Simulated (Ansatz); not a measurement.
We consider GdAg2 (I4/mmm, No. 139), described by r²SCAN (plane waves, PAW; Ansatz, a quantum-chemistry and plane-wave program).

Settings: plane-wave cutoff 500 eV, 20×20×20 k mesh, Fermi–Dirac smearing 0.1 eV, spin-polarised start, scalar-relativistic PAW data made under PBE.

Computed at the level's own relaxed cell.

Question: Estimate the equilibrium volume per atom, lattice constant a and lattice parameter c that the calculation returns.

Answer: 
- equilibrium volume per atom: 21.75 Å³/atom
- lattice constant a: 3.737 Å
- lattice parameter c: 9.345 Å

Note: the magnetic order was assumed, not searched for or taken from measurement; the 4f shell is treated without U or exact exchange, so its levels and filling can be wrong.

Spin–orbit coupling is not included.

The computed numbers hold no vibrational or temperature effects.

Computing time: about 21 core-minutes (a rough figure).
